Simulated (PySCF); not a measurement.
PySCF 2.14.0, MP2 (frozen core)/cc-pvdz: O[SiH2]O[SiH2]C1([SiH3])CC1, 20 atoms. The geometry is a generated start, not checked to be a minimum at this level.

```json
{
  "task": "mp2",
  "basis": "cc-pvdz",
  "two_electron_scheme": "exact four-centre integrals",
  "frozen_core": "true",
  "mf.init_guess": "minao (default)",
  "mf.DIIS": "CDIIS (default)",
  "mf.diis_space": "8 (default)",
  "mf.conv_tol": "1e-09 (default)",
  "basis functions (reference run)": "184"
}
```

On 4 threads, 1 BLAS thread. Build: conda-forge: OpenMP (GNU), OpenBLAS with its own threads, libcint, Libxc. Single runs; times are not shown.

Values of mol.max_memory tried: 8000 MB, 4000 MB, 2000 MB, 1000 MB, 500 MB, 300 MB, 200 MB.

Problem. How low can the memory setting go, and what changes on the way?

Solution. It runs down to 200 MB, the lowest tried, with the same result. At 8000 MB: SCF integrals in memory, transformation in memory. From 1000 MB down: direct SCF, transformation through a file.

| mol.max_memory | path | peak memory |
|---|---|---|
| 8000 MB | SCF integrals in memory, transformation in memory | 1.7 GiB |
| 4000 MB | SCF integrals in memory, transformation in memory | 1.7 GiB |
| 2000 MB | SCF integrals in memory, transformation in memory | 1.7 GiB |
| 1000 MB | direct SCF, transformation through a file | 1.2 GiB |
| 500 MB | direct SCF, transformation through a file | 1.2 GiB |
| 300 MB | direct SCF, transformation through a file | 1.2 GiB |
| 200 MB | direct SCF, transformation through a file | 1.2 GiB |

Peak memory is the kernel's count for the largest process, libraries included and scratch files not. The peak passes the setting at 1000 MB, 500 MB, 300 MB, 200 MB: it is no hard cap. MP2's transformation through a file may take 2000 MB even at lower settings.
